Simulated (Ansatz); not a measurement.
The reference is MgO in the rock salt structure (space group Fm-3m, No. 225; a = 4.204 Å).

Method: r2SCAN, PAW, 500 eV (Ansatz, an electronic-structure program; spin-orbit coupling left out).

Strains are applied to the cell and any free atomic positions relax.

One change was made to it. Results:

The hole mass (degenerate bands, along [100]) becomes 0.41, 2.1, 2.1 mₑ (at Γ) (base: 0.42, 2.1, 2.1 mₑ (at Γ)); the energy increases by 4.2 meV/atom; the band gap decreases by 0.299 eV to 5.39 eV; the gap character stays direct at Γ.

### Question
What was done to the base?
(A) isotropic strain +3.00 %
(B) isotropic strain +2.50 %
(C) isotropic strain +0.50 %
(D) isotropic strain +1.50 %
(E) isotropic strain +1.00 %

### Answer
E, isotropic strain +1.00 %. For comparison, the band gap in the other runs: isotropic strain +0.50 % gives 5.53 eV; isotropic strain +2.50 % gives 4.96 eV; isotropic strain +1.50 % gives 5.24 eV; isotropic strain +3.00 % gives 4.83 eV.

Effective masses come from finite differences of ±0.01 Å⁻¹. Whether these cells are dynamically stable was not tested.
